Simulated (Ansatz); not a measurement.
System: Mo-vacancy pair (Mo on one host Ir site, one Ir site vacant) in fcc Ir (neutral cell). Method: PBE, PAW (plane waves to 420 eV; Ansatz, an electronic-structure program).

Cell of 32 host sites held at the relaxed PBE lattice; a 2×2×2 k-point mesh shifted by half a step; Fermi-Dirac width 0.10 eV, spin-restricted; finite-size errors left in. Static, classical nuclei. Spin-orbit coupling is left out. Forms of the defect that were not tried may lie lower. The start lies 0.11 eV above the lowest site run (PBE).

Barriers: single points on a 4×4×4 k-point mesh shifted by half a step at the bands' geometries (they differ from the bands' own by up to 0.27 eV, and are uncertain by about as much).

The step: a nearby Ir atom hops onto the vacant site (Mo-vacancy distance between ideal sites 2.74 → 3.87 Å). Atoms about the jump, Cartesian Å from the middle of the jump, before and after:

| atom | x0 | y0 | z0 | x1 | y1 | z1 |
|---|---|---|---|---|---|---|
| Ir1 | 0.00 | 0.96 | -0.95 | 0.00 | -0.96 | 0.95 |
| Ir2 | -1.92 | -0.97 | -0.96 | -1.92 | -0.96 | -0.97 |
| Ir3 | 1.92 | -0.97 | -0.96 | 1.92 | -0.96 | -0.97 |
| Ir4 | -1.93 | 0.96 | 0.97 | -1.92 | 0.97 | 0.95 |
| Ir5 | 1.93 | 0.96 | 0.97 | 1.92 | 0.97 | 0.95 |
| Ir6 | 0.00 | -0.96 | -2.90 | 0.00 | -0.96 | -2.90 |
| Mo7 | 0.00 | -2.89 | -0.96 | 0.00 | -2.90 | -0.97 |
| Ir8 | 0.00 | 0.92 | 2.85 | 0.00 | 0.97 | 2.90 |
| Ir9 | 0.00 | 2.91 | 0.97 | 0.00 | 2.90 | 0.95 |
| Ir10 | 1.93 | 0.98 | -2.91 | 1.92 | 0.97 | -2.89 |
| Ir11 | -1.93 | 0.98 | -2.91 | -1.92 | 0.97 | -2.89 |
| Ir12 | 1.92 | -2.89 | 0.96 | 1.93 | -2.90 | 0.96 |
| Ir13 | -1.92 | -2.89 | 0.96 | -1.93 | -2.90 | 0.96 |
| Ir14 | -1.93 | 2.91 | -0.97 | -1.92 | 2.90 | -0.97 |
| Ir15 | 1.93 | 2.91 | -0.97 | 1.92 | 2.90 | -0.97 |
| Ir16 | 1.93 | -0.96 | 2.89 | 1.94 | -0.96 | 2.90 |
| Ir17 | -1.93 | -0.96 | 2.89 | -1.94 | -0.96 | 2.90 |

Question: Where do these atoms stand at the saddle point, and how high is it?

Answer: 
```tsv
atom	x	y	z
Ir1	0.00	-0.12	-0.17
Ir2	-2.13	-1.02	-1.03
Ir3	2.13	-1.02	-1.03
Ir4	-2.00	1.01	0.99
Ir5	2.00	1.01	0.99
Ir6	0.00	-0.93	-2.85
Mo7	0.00	-2.84	-0.94
Ir8	0.00	0.93	2.84
Ir9	0.00	2.92	0.96
Ir10	1.91	0.99	-2.91
Ir11	-1.90	0.99	-2.91
Ir12	1.92	-2.90	0.95
Ir13	-1.92	-2.90	0.95
Ir14	-1.89	2.89	-0.99
Ir15	1.89	2.89	-0.99
Ir16	1.89	-0.98	2.88
Ir17	-1.89	-0.98	2.88
```
It lies 2.54 eV above the start and 2.66 eV above the end. The saddle point's order was not checked, and it lies on a symmetry element of the cell, where a band can be held.
